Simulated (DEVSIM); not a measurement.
System: abrupt Si n-p junction, at 300 K.

```tsv
layer (left to right)	material	thickness (μm)	Nd (cm⁻³)	Na (cm⁻³)	τn (s)	τp (s)
1	Si	1.30	2.1e15	-	9.7e-7	9.7e-8
2	Si	22.0	-	8.7e15	9.7e-7	9.7e-7
```

Left contact: ohmic. Right contact: ohmic. Voltage is applied to the left contact. Recombination: SRH at mid-gap, radiative. Mobility is μmin + (μ − μmin)/(1 + (N/Nref)^α).

This is a model device: material constants are rounded textbook-type values typed into the input, and sizes, dopings and lifetimes were drawn at random. Values at 300 K.

```
parameter           Si
-------------  -------
gap (eV)         1.124
affinity (eV)     4.05
permittivity      11.7
Nc (cm⁻³)      2.86e19
Nv (cm⁻³)       3.1e19
μn (cm²/Vs)       1417
μp (cm²/Vs)        470
μn,min              52
μp,min              45
Nref,n          9.7e16
Nref,p          2.2e17
αn                0.68
αp                0.72
B (cm³/s)      4.7e-15
```

Simulated with DEVSIM: 1D drift-diffusion, Boltzmann statistics, complete ionisation; no tunnelling, impact ionisation, image-force lowering or self-heating.

Tabulate band edges, carrier densities and field at -0.9 V on the left contact.

Energies count from the Fermi level of the right contact; mesh points crowd at the junctions.

| x (μm) | Ec (eV) | Ev (eV) | n (cm⁻³) | p (cm⁻³) | field (V/cm) |
|---|---|---|---|---|---|
| 0.000 | 1.146 | 0.022 | 2.1e15 | 55000 | -450 |
| 0.02980 | 1.145 | 0.021 | 2.2e15 | 1.1e14 | -440 |
| 0.09998 | 1.142 | 0.018 | 2.4e15 | 3.6e14 | -410 |
| 0.2491 | 1.136 | 0.012 | 2.9e15 | 8.1e14 | -320 |
| 0.7704 | 1.124 | 0.000 | 4.2e15 | 2.1e15 | -180 |
| 1.072 | 1.119 | -0.005 | 4.9e15 | 2.8e15 | -120 |
| 1.210 | 1.119 | -0.005 | 4.8e15 | 3.4e15 | 350 |
| 1.287 | 1.128 | 0.004 | 3.4e15 | 5.1e15 | 2500 |
| 1.311 | 1.135 | 0.011 | 2.5e15 | 6.9e15 | 2600 |
| 1.358 | 1.142 | 0.018 | 1.9e15 | 9.2e15 | 710 |
| 1.460 | 1.144 | 0.020 | 1.7e15 | 1.0e16 | -49 |
| 1.830 | 1.141 | 0.017 | 1.7e15 | 1.0e16 | -100 |
| 2.578 | 1.133 | 0.009 | 1.7e15 | 1.0e16 | -100 |
| 4.217 | 1.116 | -0.008 | 1.7e15 | 1.0e16 | -100 |
| 10.11 | 1.057 | -0.067 | 1.7e15 | 1.0e16 | -100 |
| 17.34 | 0.982 | -0.142 | 1.4e15 | 1.0e16 | -110 |
| 20.67 | 0.945 | -0.179 | 1.0e15 | 9.7e15 | -110 |
| 22.20 | 0.927 | -0.197 | 5.6e14 | 9.3e15 | -130 |
| 22.95 | 0.917 | -0.207 | 2.1e14 | 8.9e15 | -130 |
| 23.16 | 0.915 | -0.209 | 9.0e13 | 8.8e15 | -140 |
| 23.25 | 0.913 | -0.211 | 3.0e13 | 8.7e15 | -140 |
| 23.30 | 0.913 | -0.211 | 13000 | 8.7e15 | -140 |
